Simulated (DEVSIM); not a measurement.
Structure: Pt/TiO2/p-In0.53Ga0.47As capacitor, at 250 K.

```tsv
layer (left to right)	material	thickness (nm)	Na (cm⁻³)
1	TiO2	2.20	-
2	In0.53Ga0.47As	1300	1.8e17
```

Metal gate on the left, work function 5.6 eV. Fixed charge at the semiconductor interface 3.2e11 cm⁻² (in units of +e); interface traps 3.2e11 cm⁻² eV⁻¹, uniform in energy, neutral level at 0.3 of the gap above the valence band.

Constants are typed, rounded textbook-type inputs, not results; the design itself was drawn at random and stands for no fabricated device. Values at 300 K; Nc and Nv go as T^1.5, mobilities as T to minus their exponent, the gap by Varshni's rule with the affinity fixed.

```csv
parameter,TiO2,In0.53Ga0.47As
gap (eV),3.2,0.74
affinity (eV),3.9,4.51
permittivity,60,13.9
Nc (cm⁻³),-,2.1e17
Nv (cm⁻³),-,7.7e18
Varshni α (eV/K),-,0.00035
Varshni β (K),-,190
```

Model (solved in DEVSIM): 1D Poisson equation in equilibrium, Boltzmann statistics, complete ionisation; no quantum confinement or tunnelling. Metal contacts follow the ideal Schottky-Mott rule: no Fermi-level pinning, no interface dipoles.

**Question.** Tabulate band edges, carrier densities and field at 0.8 V on the gate.

**Answer.** Energies count from the Fermi level of the right contact; mesh points crowd at the junctions.

```csv
x (μm),Ec (eV),Ev (eV),n (cm⁻³),p (cm⁻³),field (V/cm)
0.000,0.900,-2.300,< 1e2,< 1e2,23000
0.0007389,0.902,-2.298,< 1e2,< 1e2,23000
0.001434,0.903,-2.297,< 1e2,< 1e2,23000
0.002171,0.905,-2.295,< 1e2,< 1e2,45000
0.003656,0.314,-0.441,7.5e10,7.6e9,130000
0.006018,0.343,-0.411,1.9e10,3.0e10,120000
0.01051,0.395,-0.359,1.7e9,3.4e11,110000
0.02311,0.517,-0.238,6200000,9.3e13,81000
0.04302,0.633,-0.122,28000,2.1e16,36000
0.07824,0.678,-0.077,3500,1.7e17,1700
0.1479,0.680,-0.075,3200,1.8e17,≈ 0
0.3432,0.680,-0.075,3200,1.8e17,≈ 0
0.6519,0.680,-0.075,3200,1.8e17,≈ 0
0.9492,0.680,-0.075,3200,1.8e17,≈ 0
1.151,0.680,-0.075,3200,1.8e17,≈ 0
1.224,0.680,-0.075,3200,1.8e17,≈ 0
1.261,0.680,-0.075,3200,1.8e17,≈ 0
1.281,0.680,-0.075,3200,1.8e17,≈ 0
1.294,0.680,-0.075,3200,1.8e17,≈ 0
1.298,0.680,-0.075,3200,1.8e17,≈ 0
1.301,0.680,-0.075,3200,1.8e17,≈ 0
1.302,0.680,-0.075,3200,1.8e17,≈ 0
```
